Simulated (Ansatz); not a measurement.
The reference is K2S in the anti-fluorite structure (space group Fm-3m, No. 225).

```xyz
3
Lattice="0.0000 3.7310 3.7310 3.7310 0.0000 3.7310 3.7310 3.7310 0.0000" Properties=species:S:1:pos:R:3 pbc="T T T"
K      1.8655     1.8655     1.8655
K      5.5965     5.5965     5.5965
S      0.0000     0.0000     0.0000
```

Computed with PBE, PAW, 420 eV (Ansatz, a first-principles code; without spin-orbit coupling).

Base values:

| Property | Value |
|---|---|
| Electron mass | 0.36 mₑ (at Γ) |
| Valley order | Γ 2.32 eV; X along ⟨100⟩ 3.50 eV |
| Width of the top valence band | 0.18 eV |

The change: an isotropic linear strain of +2.50 %, atoms relaxed at fixed cell.

What does the calculation give for the energy relative to the base, electron mass, mean gap deformation potential ΔEg/Δln V, valley order and width of the top valence band after the change?

The energy goes up by 10 meV/atom; the electron mass stays 0.36 mₑ (at Γ); the mean gap deformation potential ΔEg/Δln V is -2.5 eV; the valley order (the lowest conduction-band minima on the path, energy above the VBM, named in the base's zone) goes from Γ 2.32 eV; X along ⟨100⟩ 3.50 eV to Γ 2.14 eV; X along ⟨100⟩ 3.47 eV; the width of the top valence band decreases by 0.06 eV to 0.12 eV.

Effective masses come from finite differences of ±0.01 Å⁻¹. Stability against distortions was not tested.
